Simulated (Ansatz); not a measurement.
**Competing hops of interstitial Cd in silicon, charge state +2**

Defect: interstitial Cd in silicon, charge state +2. Method: PBE, PAW (plane waves to 420 eV; Ansatz, a program for electronic structure).

64-site cell at the relaxed PBE lattice, a 2×2×2 k-point mesh shifted by half a step, smearing 0.01 eV, spin-restricted, no finite-size correction. Static, classical nuclei. The charge state is imposed; whether it is stable for some Fermi level was not computed. Sites that were not tried may lie lower.

| Route | Start site over the lowest site run (eV) | Hop (Å) | Forward barrier (eV) | Backward barrier (eV) | Neighbours at the start | Neighbours at the saddle | Saddle order |
|---|---|---|---|---|---|---|---|
| one Cd atom jumps by itself | 0.00 | 2.36 | 0.59 | 0.59 | 4 Si at 2.55, 6 Si at 2.81 Å | 6 Si at 2.51 Å | not checked, on a symmetry element |

Paths come from CI-NEB runs.  A band can be held on a symmetry element, so unchecked saddle points there may be too high.

The whole set of runs took around 0.8 core-hours (rough).
